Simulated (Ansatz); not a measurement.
# CaF2: Li interstitial (started 2.35 Å from the nearest host atom), symmetric start

Base system: an 18-atom supercell of CaF2 in the fluorite structure (space group Fm-3m, No. 225; a = 5.4206 Å) at its relaxed geometry.

It is then changed as follows: one Li atom is added in an open site, starting 2.35 Å from the nearest host atom, atoms relaxed at fixed cell.

Level of theory: PBEsol in Ansatz (plane waves to 420 eV, PAW, no spin-orbit coupling). Settings: 5×4×5 k-points, 0.01 eV Fermi–Dirac smearing.

The pressure goes from zero to 2.7 GPa and the gap of the supercell drops by 7.043 eV, from 7.25 eV to 0.20 eV. The total moment of the cell is 1.0 μB and the largest displacement of a host atom from its site in the perfect cell comes out as 0.26 Å. The final site of the added atom comes out as 8 F at 2.16–2.26 Å (cubic).

The magnetic state is the one reached from the starting moments; the real material's order can differ, and small cells can't hold many antiferromagnetic ones. In so small a cell the defect repeats every few ångströms: this is an ordered compound, not a dilute defect. The defect started on the symmetric site and kept its symmetry, so it may sit on a saddle. A gap here joins edges of opposite spin (a spin-flip gap). The defect cell is spin-polarised and ends with 1.0 μB.

Ansatz is a first-principles code.
